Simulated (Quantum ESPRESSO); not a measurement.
Quantum ESPRESSO 7.5, DFT, PBE, plane waves, SSSP 1.1.2 efficiency PBE: fcc Ni, atoms displaced, 4 atoms, spin-polarised from a ferromagnetic start (nspin = 2, starting_magnetization 0.1 on Ni), ending non-magnetic. Basis and mesh were picked for this test and aren't claimed converged.

```yaml
cell: 4.98, 4.98, 2.49 Å; 60, 60, 60°
distance_to_the_nearest_atom: 2.31 to 2.33 Å
task: scf
k mesh: 3×3×6
ecutwfc: 45 Ry
ecutrho: 360 Ry
occupations: smearing
smearing: mv
degauss: 0.02 Ry
conv_thr: 4e-09 Ry
tprnfor: true
tstress: false
k-point pools (-nk): 8
diagonalization: david (default)
k-points computed (for each spin): 28
bands: 43
electrons: 72
G-vectors of the density: 34117
FFT grid: 60×60×30
```

Settings of this run: mixing_mode = plain, mixing_beta = 0.7, mixing_ndim = 2; 8 ranks.

```tsv
SCF iteration	band solver's avg # of iterations (first pass)	estimated scf accuracy (Ry)
1	3.3	126.01957498
2	3.0	158.53333382
3	2.0	13.46555197
4	2.0	0.31006615
5	4.5	14.10940816
6	2.2	0.33919069
7	2.7	12.54287254
8	2.0	0.16960043
9	3.1	9.63127878
10	3.9	17.81984854
11	3.3	11.81288541
12	7.3	81.62230939
13	6.5	77.39061626
14	7.6	80.34644074
…	…	…
51	8.4	111.04268555
52	7.8	111.07833929
53	8.4	111.02225148
54	7.9	111.06729380
55	8.4	111.03604061
56	7.9	111.09692406
57	8.4	111.00792101
58	7.9	111.07087431
…	…	…
93	8.4	111.01218718
94	7.9	111.07035167
95	8.4	111.03921867
96	7.9	111.09079907
97	8.4	111.01219392
98	7.9	111.07034491
99	8.4	111.03922121
100	7.9	111.09080117
```

It was not converged after the 100 iterations allowed.

Q: Which change of settings makes this cycle converge?

A: This is not unique; one that fits is mixing_ndim = 16 (18 SCF iterations) or mixing_ndim = 8 (default) (20 SCF iterations), all else kept. The other changes of this size gave: mixing_ndim = 4 (30). With more settings changed, the fewest of all runs of this system: mixing_mode = local-TF, mixing_ndim = 8 (default) (13). Counts are of single runs.
